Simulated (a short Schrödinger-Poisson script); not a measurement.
Structure: symmetric double-gate stack, SiO2 on p-type Si(100), at 300 K.

```csv
layer,material,thickness (nm),Na (cm⁻³)
1,SiO2,3,-
2,Si,8,1e18
3,SiO2,3,-
```

Constants are typed, rounded textbook-type inputs, not results; the design itself was drawn at random and stands for no fabricated device. SiO2: permittivity 3.9, conduction-band edge (eV) 3.15, gap (eV) 9, electron mass (mₑ) 0.5. Si: permittivity 11.7, conduction-band edge (eV) 0, gap (eV) 1.124, Nv at 300 K (cm⁻³) 3.1e19.

Channel valleys (confinement mass, in-plane density-of-states mass, number): Δ2 0.916, 0.19, 2; Δ4 0.19, 0.417, 4. At the gates, both at one voltage, the conduction-band edge of layer 1 lies 3.55 eV − eVg above the Fermi level of the channel. Gaps are held at their typed values at every temperature. Mesh 0.03 nm at interfaces.

From a short Schrödinger-Poisson script (our own, NumPy): 1D Poisson equation in equilibrium, electrons classical, Fermi-Dirac, parabolic valleys, classical holes, full ionisation, no traps, pinning or gate leakage.

The same stack at other levels of the model or other numerical settings:

```
run                                        sheet density of all electrons at Vg = 1.9 V (cm⁻²)  sheet density of all electrons at Vg = 0.7 V (cm⁻²)  capacitance of both gates at Vg = 1.9 V (μF/cm²)  rough cost against the base
-----------------------------------------  ---------------------------------------------------  ---------------------------------------------------  ------------------------------------------------  ---------------------------
base                                                                                   1.94e13                                              3.68e12                                              2.15                      about 1
electrons treated as classical, Boltzmann                                              1.98e13                                              3.72e12                                              2.22                          0.3
electrons treated as quantum, Hartree                                                        …                                                    …                                                 …                           10
mesh six times as coarse                                                               1.92e13                                              3.65e12                                              2.13                          0.5
```

Task: Fill in the missing entries.

Result: 
- electrons treated as quantum, Hartree, capacitance of both gates at Vg = 1.9 V (μF/cm²): 2.03
- electrons treated as quantum, Hartree, sheet density of all electrons at Vg = 1.9 V (cm⁻²): 1.78e13
- electrons treated as quantum, Hartree, sheet density of all electrons at Vg = 0.7 V (cm⁻²): 3.21e12

The classical rows ignore confinement, and Boltzmann statistics overrate the density once the band edge passes the Fermi level.
